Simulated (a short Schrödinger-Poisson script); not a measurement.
# MOS inversion layer, SiO2 on p-type Si(100)

System: MOS inversion layer, SiO2 on p-type Si(100), at 400 K.

| layer | material | thickness (nm) | Na (cm⁻³) |
|---|---|---|---|
| 1 | SiO2 | 1.2 | - |
| 2 | Si | 520 | 6.9e17 |

The device is made up for the run: typed textbook-type constants, with dimensions and the other settings drawn at random. SiO2: permittivity 3.9, conduction-band edge (eV) 3.15, gap (eV) 9, electron mass (mₑ) 0.5. Si: permittivity 11.7, conduction-band edge (eV) 0, gap (eV) 1.124, Nv at 300 K (cm⁻³) 3.1e19.

Channel valleys (confinement mass, in-plane density-of-states mass, number): Δ2 0.916, 0.19, 2; Δ4 0.19, 0.417, 4. At the gate the conduction-band edge of layer 1 lies 3.57 eV − eVg above the Fermi level of the channel; the field vanishes at the back. Gaps are held at their typed values at every temperature. Mesh 0.03 nm at interfaces.

Solved with a short Schrödinger-Poisson script written for these runs: 1D Poisson equation in equilibrium, electrons quantum, Hartree (BenDaniel-Duke, 12 states a valley, the channel's in-plane mass for all, wave functions ending at the dielectric), parabolic valleys, classical holes, full ionisation, no traps, pinning or gate leakage.

| Vg (V) | electrons (cm⁻²) | C (μF/cm²) | Δ2 E0 (meV) | Δ2 E1 (meV) | Δ4 E0 (meV) | Δ4 E1 (meV) |
|---|---|---|---|---|---|---|
| 0.3 | 4.51e8 | 0.264 | 348.1 | 413.4 | 408.3 | 514.2 |
| 0.35 | 1.55e9 | 0.260 | 304.7 | 371.5 | 366.3 | 475.0 |
| 0.4 | 5.35e9 | 0.267 | 261.2 | 329.6 | 324.3 | 435.7 |
| 0.45 | 1.82e10 | 0.304 | 218.2 | 288.1 | 282.7 | 396.5 |
| 0.5 | 5.92e10 | 0.425 | 176.8 | 248.3 | 242.7 | 359.0 |
| 0.55 | 1.69e11 | 0.684 | 139.7 | 213.0 | 207.4 | 325.9 |
| 0.6 | 3.89e11 | 1.02 | 109.7 | 185.1 | 179.4 | 300.1 |
| 0.65 | 7.23e11 | 1.31 | 86.9 | 164.6 | 159.0 | 281.6 |
| 0.7 | 1.14e12 | 1.51 | 69.5 | 149.8 | 144.2 | 268.6 |
| 0.75 | 1.62e12 | 1.65 | 55.6 | 138.7 | 133.2 | 259.1 |
| 0.8 | 2.15e12 | 1.75 | 44.2 | 130.0 | 124.5 | 251.9 |
| 0.85 | 2.70e12 | 1.83 | 34.4 | 123.0 | 117.6 | 246.4 |
| 0.9 | 3.27e12 | 1.89 | 25.9 | 117.1 | 111.8 | 241.9 |
| 0.95 | 3.87e12 | 1.94 | 18.2 | 112.1 | 106.9 | 238.2 |
| 1 | 4.47e12 | 1.98 | 11.3 | 107.8 | 102.6 | 235.0 |
| 1.05 | 5.09e12 | 2.01 | 4.8 | 104.0 | 98.8 | 232.3 |
| 1.1 | 5.72e12 | 2.04 | -1.2 | 100.5 | 95.4 | 230.0 |
| 1.15 | 6.36e12 | 2.06 | -6.8 | 97.4 | 92.4 | 227.9 |
| 1.2 | 7.00e12 | 2.08 | -12.1 | 94.5 | 89.6 | 226.1 |
| 1.25 | 7.65e12 | 2.10 | -17.2 | 91.9 | 87.0 | 224.4 |
| 1.3 | 8.31e12 | 2.12 | -22.1 | 89.4 | 84.6 | 222.9 |

Subbands count from the Fermi level.
